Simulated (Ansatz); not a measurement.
Take CsSnI3 in the cubic perovskite structure (space group Pm-3m, No. 221; a = 6.031 Å) as the base.

All numbers come from Ansatz (an electronic-structure program) LDA, scalar-relativistic without spin-orbit coupling.

Base values:

Band gap: zero
Pressure: 0.0 GPa

It is then changed as follows: an isotropic linear strain of +1.80 %; the atoms relax in the strained cell.

Q: What happens to the energy relative to the base?

A: The energy grows by 7.9 meV/atom.

Q: How does this affect the band gap?

A: The band gap changes from zero to 0.16 eV.

Q: Predict the new pressure.

A: The pressure goes from zero to -1.0 GPa.

With I present, leaving out spin-orbit coupling can change the band edges. Whether these cells are dynamically stable was not tested. All final runs are without spin polarisation. Many cubic perovskites are stable only at high temperature; tilts and polar distortions were not tested. A zero or small gap of CsSnI3 can be the functional's error rather than a property of the material.
